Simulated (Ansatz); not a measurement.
**BN (model structure, P6₂22, No. 180, 6 atoms in the cell)**

Calculation: PBEsol (Ansatz, an electronic-structure program, PAW).

Settings: plane-wave cutoff 520 eV, 18×18×6 k mesh (along the axes of the cell as run), Fermi–Dirac smearing 0.01 eV, scalar-relativistic PAW data made under PBE.

Cell (relaxed with PBE-D3(BJ)):

```cif
data_B3N3
_chemical_formula_sum 'B3 N3'
_space_group_name_H-M_alt 'P6222'
_space_group_IT_number 180
_space_group_name_Hall 'P 62 2 (0 0 4)'
_cell_length_a 2.59520
_cell_length_b 2.59520
_cell_length_c 5.79941
_cell_angle_alpha 90.000
_cell_angle_beta 90.000
_cell_angle_gamma 120.000
loop_
_atom_site_label
_atom_site_type_symbol
_atom_site_symmetry_multiplicity
_atom_site_Wyckoff_symbol
_atom_site_fract_x
_atom_site_fract_y
_atom_site_fract_z
_atom_site_occupancy
B1 B 3 d 0.50000 0.00000 0.50000 1
N1 N 3 c 0.50000 0.00000 0.00000 1
```

For BN (model structure, P6₂22, No. 180, 6 atoms in the cell), the band gap comes out as 3.60 eV (indirect) and the smallest direct gap on the k points sampled is 6.15 eV. The Γ–Γ gap is 6.71 eV.

Note: the relaxation could raise the start's symmetry but not lower it, so the cell can be a saddle point.

A model structure was made by putting elements into a prototype or built by hand; it is no filed structure, need not be a known phase, and can be a saddle point held by its symmetry.
